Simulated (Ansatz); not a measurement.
System: rock-salt NaH. Method: revPBE in Ansatz (PAW).

Settings: plane-wave cutoff 520 eV, 12×12×12 k mesh, Fermi–Dirac smearing 0.01 eV, scalar-relativistic PAW data made under PBE.

The volume scan:

| V (Å³/atom) | E − E_lowest (meV/atom) | P (GPa) |
|---|---|---|
| 13.974 | 3.82 | 1.438 |
| 14.271 | 1.65 | 0.914 |
| 14.569 | 0.40 | 0.437 |
| 14.866 | 0.00 | 0.003 |
| 15.163 | 0.37 | -0.392 |
| 15.460 | 1.43 | -0.751 |
| 15.758 | 3.13 | -1.079 |

Task: Estimate the bulk modulus from the pressures at 14.569 and 15.163 Å³/atom, and compare it with a fit to all energies.

Result: B = −V dP/dV. Between V = 14.569 and 15.163 Å³/atom, dP/dV = (-0.392 − (0.437))/(15.163 − 14.569) = -1.40 GPa per Å³/atom; at the midpoint 14.866 Å³/atom this gives B ≈ 20.7 GPa. The third-order Birch–Murnaghan fit gives V0 = 14.868 Å³/atom, B0 = 20.7 GPa, B′ = 3.7, which lies within 1 % of that estimate.

Measured, for comparison: bulk modulus 19.4 ± 2 GPa (room temperature, no zero-point or thermal correction; as tabulated in High-pressure studies of NaH to 54 GPa); equilibrium volume per atom 14.46 Å³/atom (room temperature, no zero-point or thermal correction; as tabulated in Thermodynamic Modeling of Hydrogen Storage Capacity in Mg-Na Alloys). Computed (rounded) less measured: bulk modulus +7 % (against room or unstated temperature, where such soft solids are markedly softer), equilibrium volume per atom +2.8 %. A static lattice is as a rule a little smaller and stiffer than an uncorrected measurement, which narrows the difference in the bulk modulus and would widen misses of the other sign.

Static lattice: no zero-point or thermal effects.

Ansatz is an electronic-structure program.
